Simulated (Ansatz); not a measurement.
LaBeNO (model structure, started from the LaZnOP type, P4/nmm, No. 129, 8 atoms in the cell) was calculated with LDA (PAW; Ansatz, a quantum-chemistry and plane-wave program).

Numerical settings: plane-wave cutoff 520 eV, 10×10×4 k mesh (along the axes of the cell as run), Fermi–Dirac smearing 0.01 eV, scalar-relativistic PAW data made under PBE.

Cell (relaxed at this level):

```
BeLaNO
1.0
    3.52323     0.00000     0.00000
    0.00000     3.52323     0.00000
    0.00000     0.00000     7.71454
La Be N O
2 2 2 2
Direct
  0.00000   0.50000   0.81832
  0.50000   0.00000   0.18168
  0.00000   0.00000   0.50000
  0.50000   0.50000   0.50000
  0.50000   0.00000   0.58580
  0.00000   0.50000   0.41420
  0.50000   0.50000   0.00000
  0.00000   0.00000   0.00000
```

Q: Give the computed band gap and bulk modulus B0.

A: 
* **band gap**: 2.04 eV (on the SCF k mesh)
* **bulk modulus B0**: 128 GPa

Note: the bulk modulus is −V dP/dV from two relaxed cells at ±2 % in volume; the relaxation could raise the start's symmetry but not lower it, so the cell can be a saddle point.

Spin–orbit coupling is not included.

Static lattice: no zero-point or thermal effects.

Computing time: roughly 90 core-seconds.

A model structure was made by putting elements into a prototype or built by hand; it is no filed structure, need not be a known phase, and can be a saddle point held by its symmetry.
